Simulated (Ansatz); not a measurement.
Ge on the Si site (broken-bond start) in alpha quartz (start: the Si site; started 0.95 Å off site, one bond broken; 243-site cell, Γ-point sampling). These are PBE, PAW (plane waves to 420 eV; Ansatz, a first-principles code) values and carry that method's errors. Total energies of the localised charge states, counted from that of charge 0, and their image corrections (point charge with alignment); the host's valence-band maximum lies at 1.990 eV on the cells' energy zero and its gap is 5.68 eV.

```csv
charge,moment (μB),E − E(first) (eV),correction (eV)
0,not spin-polarised,0.000,0.000
−1,1.0,7.164,0.254
```

### Question
Derive the transition levels above the valence-band maximum and say which of them are thermodynamic.

### Answer
A level is the Fermi energy at which two charges have equal formation energy: ε(q/q′) = [E(q′) + corr(q′) − E(q) − corr(q)] / (q − q′) − E_VBM.
ε(0/−1) = [(7.164 + 0.254) − (0.000 + 0.000)] / 1 − 1.990 = 5.43 eV
Thermodynamic levels at least 0.1 eV inside the gap: (0/−1) at 5.43 eV. They hold to tenths of an eV in this cell. Charges with a result: 0, −1. Others weren't obtained, and one of them could lie lower, also by skipping a charge. The geometries come from one start. Flagged in the runs: a host whose relaxation on this sampling wasn't shown to rest, a strain field that reaches the edge of the cell, zone-centre sampling.
